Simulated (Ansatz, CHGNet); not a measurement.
For A15 V3Si (cubic form, which distorts at low temperature), the machine-learned potential CHGNet 0.3.0 (trained on PBE and PBE+U data) gives:

| Quantity | Value |
|---|---|
| equilibrium lattice constant a | 4.704 Å |
| enthalpy of formation | -0.476 eV/atom |

What does LDA in Ansatz (PAW) give for the same quantities?


- lattice constant a: 4.606 Å (drops by 2.1 %)
- formation enthalpy: -0.512 eV/atom (moves by -0.036 eV/atom)

For comparison: lattice constant a 4.724 Å (measured, temperature not stated, not corrected to a static lattice; as tabulated in Zeng et al. (2023), arXiv:2309.11055); formation enthalpy -0.481 ± 0.02 eV/atom (measured, 298 K, copied from a table, unchecked, not corrected to a static lattice; as tabulated in Wang et al. (2021), doi:10.1038/s41598-021-94550-5).

Changes are worked out from the printed values.

Unless a cell is named, each level is at its own relaxed cell (CHGNet 0.3.0 13.01, LDA 12.22 Å³/atom).

The crystal itself was run without spin with LDA; a magnetic state was not tried in these runs.

Caveats: symmetry holds this phase in the static calculation, where it need not be a minimum (LDA); the energies of CHGNet 0.3.0 can hold anion corrections fitted to measured formation enthalpies (CHGNet 0.3.0). Ansatz's density-functional and Hartree–Fock values are scalar-relativistic unless marked +SOC, with PAW data made under PBE.

Ansatz is a program for electronic structure.
